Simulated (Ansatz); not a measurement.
# CdSe under a change: pressure 2.1 GPa

Consider CdSe in the zinc blende structure (space group F-43m, No. 216; a = 6.133 Å).

One thing is altered: cell and atoms relaxed at a pressure of 2.1 GPa.

Level of theory: r2SCAN (Ansatz, a quantum-chemistry and plane-wave program; PAW; 500 eV plane waves; no SOC). Settings: 9×9×9 k-points, 0.05 eV Fermi–Dirac smearing.

The volume per atom decreases by 1.05 Å³, from 28.84 Å³ to 27.79 Å³ and the density rises by 0.21 g/cm³ to 5.72 g/cm³. The lattice parameter a falls by 0.0756 Å, from 6.133 Å to 6.058 Å and the shortest interatomic distance drops by 0.033 Å to 2.623 Å. The band gap goes up by 0.08 eV (1.04 eV → 1.12 eV) and the gap character remains direct at Γ. The mean gap deformation potential ΔEg/Δln V comes out as -2.2 eV and the width of the top valence band goes up by 0.16 eV, from 2.12 eV to 2.28 eV. The electron mass becomes 0.097 mₑ (at Γ) (base: 0.093 mₑ (at Γ)).

Load acts through the strain it causes; cell and atoms are relaxed under it. Masses are band curvatures over ±0.01 Å⁻¹ around the edge. No phonon test of stability was made. Tetrahedral semiconductors of this kind turn to denser phases somewhere between about 1 and 50 GPa; those were not computed, so compressed cells here can lie past the real transition.
